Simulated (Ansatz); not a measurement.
# Ru₂AlC (model structure, started from the AlCr2C type, P6₃/mmc, No. 194, 8 atoms in the cell): bulk modulus B0 by level of theory

No measured value is used here.

```
level (code)     value (GPa)  cell (Å³/atom)
---------------  -----------  --------------
LDA (Ansatz)             241           11.60
PBE (Ansatz)             200           12.19
PBEsol (Ansatz)          225           11.83
r²SCAN (Ansatz)          226           11.98
```

LDA, PBE, PBEsol, r²SCAN: the run has no spin polarisation, so it can have missed a magnetic state. LDA, PBE, PBEsol, r²SCAN: the bulk modulus is −V dP/dV from two relaxed cells at ±2 % in volume. Each level is taken at its own relaxed cell. Cutoffs differ between the levels. Ansatz's density-functional and Hartree–Fock values are scalar-relativistic unless marked +SOC, with PAW data made under PBE.

A model structure was made by putting elements into a prototype or built by hand; it is no filed structure, need not be a known phase, and can be a saddle point held by its symmetry.

Ansatz is a first-principles code.
